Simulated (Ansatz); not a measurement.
# tetragonal indium (0 0 1) on wurtzite GaN (1 0 0) (film strained to the substrate, started from cuts of the bulks and a machine-learned relaxation; slabs Ga20N20 and In12, which can lie off the formulas)

A periodic stack without vacuum, tetragonal indium (0 0 1) on wurtzite GaN (1 0 0) (film strained to the substrate, started from cuts of the bulks and a machine-learned relaxation; slabs Ga20N20 and In12, which can lie off the formulas): substrate slab Ga20N20, film In12, surface cells [[0, 2], [-1, 0]] and [[0, 3], [-1, 0]], film strained by -3.3 and +5.0 %, outermost planes GaN/GaN and In/In as cut, which need not be the usual terminations and can put a slab off its formula.

The start was prepared with a machine-learned potential, and the result is one local minimum, with the in-plane cell held and forces under 0.04 eV/Å; the film can end far from its bulk form.

The numbers are results of PBE (plane waves to 420 eV, PAW; Ansatz, a quantum-chemistry and plane-wave program), not measurements. No spin–orbit coupling; the runs are not spin-polarised; PBE gaps are too small against experiment. Its k-point mesh 3×8×1, Fermi–Dirac width 0.05 eV.

The interface area is 33.7 Å² and the period is 24.34 Å. The heights between the nearest atoms of the two slabs at the two interfaces is 1.89 and 1.87 Å, the Ga–In contacts across the interfaces within 1.22 times the sum of covalent radii comes out as 6, mean 2.88 Å and the In–N contacts across the interfaces within 1.22 times the sum of covalent radii comes out as 4, mean 2.31 Å. The hole barrier (PBE) comes out as 1.20 eV and the electron barrier (PBE) is 0.51 eV.

```yaml
crystal:
  lattice:
    - [10.47672, 0.00322, -0.44576]
    - [0.00102, 3.21813, 0.04720]
    - [1.02992, -0.40461, 24.31162]
  atoms:
    - { symbol: Ga, position: [0.17309, 0.63980, 0.08457] }
    - { symbol: Ga, position: [0.67306, 0.63945, 0.08828] }
    - { symbol: Ga, position: [0.43052, 0.13830, 0.04715] }
    - { symbol: Ga, position: [0.92164, 0.13905, 0.05218] }
    - { symbol: N, position: [0.36219, 0.63880, 0.08438] }
    - { symbol: N, position: [0.86101, 0.63967, 0.09017] }
    - { symbol: N, position: [0.10732, 0.13948, 0.04876] }
    - { symbol: N, position: [0.61563, 0.13890, 0.05027] }
    - { symbol: Ga, position: [0.17438, 0.14101, 0.20123] }
    - { symbol: Ga, position: [0.67412, 0.14089, 0.20207] }
    - { symbol: Ga, position: [0.42364, 0.64012, 0.16246] }
    - { symbol: Ga, position: [0.92595, 0.64051, 0.16558] }
    - { symbol: N, position: [0.36250, 0.14071, 0.20063] }
    - { symbol: N, position: [0.86288, 0.14102, 0.20319] }
    - { symbol: N, position: [0.11405, 0.64056, 0.16269] }
    - { symbol: N, position: [0.61147, 0.64035, 0.16448] }
    - { symbol: Ga, position: [0.17437, 0.64242, 0.31662] }
    - { symbol: Ga, position: [0.67456, 0.64242, 0.31598] }
    - { symbol: Ga, position: [0.42419, 0.14182, 0.27742] }
    - { symbol: Ga, position: [0.92467, 0.14195, 0.27942] }
    - { symbol: N, position: [0.36260, 0.64235, 0.31555] }
    - { symbol: N, position: [0.86295, 0.64247, 0.31748] }
    - { symbol: N, position: [0.11305, 0.14191, 0.27816] }
    - { symbol: N, position: [0.61250, 0.14188, 0.27821] }
    - { symbol: Ga, position: [0.17370, 0.14392, 0.43188] }
    - { symbol: Ga, position: [0.67617, 0.14403, 0.42924] }
    - { symbol: Ga, position: [0.42371, 0.64341, 0.39213] }
    - { symbol: Ga, position: [0.92457, 0.64343, 0.39413] }
    - { symbol: N, position: [0.36154, 0.14394, 0.42988] }
    - { symbol: N, position: [0.86397, 0.14395, 0.43238] }
    - { symbol: N, position: [0.11272, 0.64338, 0.39348] }
    - { symbol: N, position: [0.61248, 0.64348, 0.39207] }
    - { symbol: Ga, position: [0.17998, 0.64546, 0.54757] }
    - { symbol: Ga, position: [0.67318, 0.64584, 0.54125] }
    - { symbol: Ga, position: [0.42195, 0.14502, 0.50650] }
    - { symbol: Ga, position: [0.92413, 0.14497, 0.51059] }
    - { symbol: N, position: [0.36610, 0.64558, 0.54473] }
    - { symbol: N, position: [0.85827, 0.64545, 0.54573] }
    - { symbol: N, position: [0.11308, 0.14491, 0.50977] }
    - { symbol: N, position: [0.61024, 0.14526, 0.50492] }
    - { symbol: In, position: [0.98113, 0.14368, 0.74858] }
    - { symbol: In, position: [0.38005, 0.14776, 0.72815] }
    - { symbol: In, position: [0.67202, 0.14068, 0.75682] }
    - { symbol: In, position: [0.15264, 0.64517, 0.66172] }
    - { symbol: In, position: [0.48684, 0.64530, 0.62543] }
    - { symbol: In, position: [0.83747, 0.64573, 0.64034] }
    - { symbol: In, position: [0.73664, 0.13745, 0.97018] }
    - { symbol: In, position: [0.11459, 0.14172, 0.95516] }
    - { symbol: In, position: [0.40000, 0.11792, 0.93196] }
    - { symbol: In, position: [0.92853, 0.64514, 0.86639] }
    - { symbol: In, position: [0.24054, 0.63801, 0.83113] }
    - { symbol: In, position: [0.61651, 0.63345, 0.87057] }
```
